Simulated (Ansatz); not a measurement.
The starting structures come from a database of crystals and need not be the phases stable at ambient conditions.

By PBEsol, the system below comes out a metal.

```yaml
crystal:
  lattice:
    - [2.99751, 0.00000, 0.00000]
    - [0.00000, 2.99751, 0.00000]
    - [0.00000, 0.00000, 2.99751]
  atoms:
    - { symbol: Al, position: [0.00000, 0.00000, 0.00000] }
    - { symbol: Cu, position: [0.50000, 0.50000, 0.50000] }
```

Space group of this cell: Pm-3m, CsCl type. The cell is taken as given; by PBEsol its mean pressure is -4.8 GPa.

The current flows along the normal of the first two printed cell vectors, the (001) plane of the conventional cell. No spin-orbit coupling; the value is a mean over 0.1 eV about the Fermi level.

### Question
Give the ballistic conductance per area that PBEsol (Ansatz, a first-principles code) yields.

### Answer
0.82 × 10¹⁵ S/m² for both spins.
